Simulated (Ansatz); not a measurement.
Data:

End structure of SiCl3 on the (111) surface of germanium (2x2 Ge adatom at T4; a constructed slab, bottom: 4 H on 4 bottom sites), one in a cell of 57 Å², started at the site 'top Ge #2':

```xyz
41
Lattice="8.1459 0.0000 0.0000 -4.0729 7.0545 0.0000 0.0000 0.0000 33.5000" Properties=species:S:1:pos:R:3 pbc="T T T"
Ge     0.0000     0.0000    11.2967
Ge     4.0729     0.0000    11.2967
Ge    -2.0365     3.5273    11.2967
Ge     2.0365     3.5273    11.2967
Ge     0.0000     2.3515    12.1281
Ge     4.0729     2.3515    12.1281
Ge    -2.0365     5.8788    12.1281
Ge     2.0365     5.8788    12.1281
Ge     0.0072     2.3473    14.6184
Ge     4.0657     2.3473    14.6184
Ge    -2.0365     5.8871    14.6184
Ge     2.0365     5.8788    14.5741
Ge     2.0365     1.1758    15.4953
Ge     6.1094     1.1546    15.4251
Ge     0.0184     4.7136    15.4251
Ge     4.0546     4.7136    15.4251
Ge     2.0365     1.1758    18.0048
Ge     6.1096     1.1088    17.9204
Ge     0.0579     4.7367    17.9204
Ge     4.0149     4.7363    17.9204
Ge     0.0077     0.0042    18.8626
Ge     4.0655     0.0046    18.8626
Ge    -2.0365     3.5273    18.4164
Ge     2.0362     3.5185    18.8626
Ge     0.0131     0.0068    21.4026
Ge     4.0605     0.0080    21.4026
Ge    -2.0365     3.5273    20.8519
Ge     2.0358     3.5125    21.4026
Ge    -0.1467     2.4351    22.1167
Ge     4.2187     2.4367    22.1167
Ge    -2.0356     5.7100    22.1167
Ge     2.0365     5.8788    22.1425
H      0.0050     0.0029     9.7380
H      4.0679     0.0029     9.7380
H     -2.0365     3.5273     9.7385
H      2.0365     3.5215     9.7380
Ge    -2.0365     3.5273    23.6830
Si     2.0365     5.8788    24.5661
Cl     3.7261     6.7858    25.3484
Cl     0.4061     6.8885    25.3484
Cl     1.9772     3.9620    25.3484
```

Set-up: 41 atoms, 13.7 Å thick at the start with caps and adatoms under the adsorbate (thin: gaps and levels are the slab's own); mesh 3x3x1; 0.01 eV smearing; dipole correction on; 20 atoms held, the rest relaxed; held to the start's symmetry, so lower structures may exist; spin-polarised, ending with about 0.8 μB a cell, a value that depends on the mesh; orders that need a larger cell were not tried, no spin-orbit, no U, no dispersion correction. The slab shows no gap over 0.04 eV on its mesh. At the end it is bonded to Ge. In PBE it is, or lies within 0.03 eV of, the lowest of the starts that converged.

A negative adsorption energy means that the adsorbate is more stable on the surface than in its reference.

Q: Predict the change of the work function from PBE run with Ansatz (an electronic-structure program).

A: 0.42 eV

Q: Give the change of the step from the bottom to the top vacuum level, against the clean slab at the level PBE.

A: 0.39 eV

Q: Estimate the adsorption energy against SiCl4(g) − ½ Cl2(g) that PBE returns for this input.

A: 1.10 eV

Q: What is the computed work function of the top face (PBE)?

A: 4.80 eV
